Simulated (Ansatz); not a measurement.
# What pressure −2 GPa does to Ta5Si3

Base system: Ta5Si3 (space group I4/mcm, No. 140; a = 6.504 Å, c = 11.814 Å).

Now apply this change: a negative pressure, −2 GPa.

Level of theory: PBEsol, PAW, 420 eV (Ansatz, a program for electronic structure; without spin-orbit coupling). Γ-centred 8×8×8 mesh, Fermi–Dirac width 0.05 eV.

- Volume per atom: 15.75 Å³ (base 15.62 Å³)
- Density: 13.03 g/cm³ (base 13.15 g/cm³)
- Lattice parameter a: 6.522 Å (base 6.504 Å)
- Shortest interatomic distance: 2.403 Å (base 2.395 Å)
- Enthalpy H = E + PV relative to the base's energy: -0.20 eV/atom
- Band gap: zero (base zero)

Final structure:

```xyz
16
Lattice="-3.2612 3.2612 5.9254 3.2612 -3.2612 5.9254 3.2612 3.2612 -5.9254" Properties=species:S:1:pos:R:3 pbc="T T T"
Ta     2.1868     1.0744    -1.7797
Ta     1.0744     2.1868     7.7051
Ta     2.1868    -1.0744     4.1457
Ta     1.0744     4.3356     1.7797
Ta     1.0744     2.1868     4.1457
Ta     2.1868     1.0744     1.7797
Ta     1.0744     4.3356    -1.7797
Ta     2.1868    -1.0744     7.7051
Ta     0.0000     0.0000     5.9254
Ta     0.0000     0.0000     0.0000
Si     4.1107     0.8495     0.0000
Si    -0.8495     2.4117     5.9254
Si     2.4117     0.8495     5.9254
Si     0.8495     2.4117     0.0000
Si     0.0000     0.0000     8.8881
Si     0.0000     0.0000     2.9627
```

Cost of the whole job for the changed cell (relaxation, final SCF and bands): roughly 10 core-minutes.

Load acts through the strain it causes; cell and atoms are relaxed under it. No phonon test of stability was made. All final runs are without spin polarisation.
